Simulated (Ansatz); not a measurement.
**Pressure series in Al2O3**

The parent structure is Al$_{2}$O$_{3}$ in the corundum structure (space group R-3c, No. 167; a = 4.8080 Å, c = 13.1216 Å (hexagonal axes)).

Cell and atoms are relaxed at each pressure.

Calculations: Kohn–Sham DFT with the PBE functional, run in Ansatz (a first-principles code) with PAW and 420 eV plane waves, scalar-relativistic without spin-orbit coupling, earlier PAW set.

| pressure (GPa) | volume per atom (Å³/atom) |
|---|---|
| -2 | 8.834 |
| -1 | 8.795 |
| 0 | 8.756 |
| 0.9 | 8.723 |
| 4.5 | 8.593 |
| 9 | ? |
| 15 | 8.263 |
| 22.5 | 8.060 |
| 30 | 7.879 |

Question: Fit the third-order Birch–Murnaghan form P(V) = (3B₀/2)[(V₀/V)^(7/3) − (V₀/V)^(5/3)]·[1 + (3/4)(B₀′ − 4)((V₀/V)^(2/3) − 1)] (squares taken in P) to the rows shown and predict the withheld row.

Answer: Least squares on the printed values gives V₀ = 8.756 Å³/atom, B₀ = 230 GPa, B₀′ = 4.0; this predicts 8.444 Å³/atom, and the run gives 8.444 Å³/atom, in agreement.

Load acts through the strain it causes; cell and atoms are relaxed under it. No phonon test of stability was made. Competing high-pressure phases were not computed.
